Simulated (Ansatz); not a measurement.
System: cubic perovskite CsPbCl₃ (cubic high-temperature phase). Method: LDA (Ansatz, a first-principles code, plane waves, PAW).

Numerical settings: plane-wave cutoff 520 eV, 6×6×6 k mesh, Fermi–Dirac smearing 0.01 eV, scalar-relativistic PAW data made under PBE.

Computed at the level's own relaxed cell.

What does this level give for the Γ–Γ gap, band gap, bulk modulus, pressure derivative B′ of the bulk modulus and volume per atom?


- Γ–Γ gap = 5.57 eV
- band gap = 1.53 eV
- bulk modulus = 29.5 GPa
- pressure derivative B′ of the bulk modulus = 4.7
- volume per atom = 33.65 Å³/atom

Note: the relaxation could not lower the start's symmetry, so the cell can be a saddle point above a distorted one.

Spin–orbit coupling is not included; with these elements it can move the gap by several tenths of an eV or more.

Static lattice: no zero-point or thermal effects.

Cost on a shared machine: around 60 core-seconds (rough).
